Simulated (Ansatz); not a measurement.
# BeSe (model structure, started from the WC type, P-6m2, No. 187, 2 atoms in the cell): enthalpy of formation by level of theory

No measured value is used here.

| level (code) | value (eV/atom) |
|---|---|
| PBE (Ansatz) | 0.080 |
| PBEsol (Ansatz) | ? |
| PBE-D3(BJ) (Ansatz) | 0.080 |

Q: Fill in the missing entries.

A: 
- PBEsol (Ansatz, a quantum-chemistry and plane-wave program), value (eV/atom): 0.015

Each level is taken at its own relaxed cell. Ansatz's density-functional and Hartree–Fock values are scalar-relativistic unless marked +SOC, with PAW data made under PBE.

A model structure was made by putting elements into a prototype or built by hand; it is no filed structure, need not be a known phase, and can be a saddle point held by its symmetry.
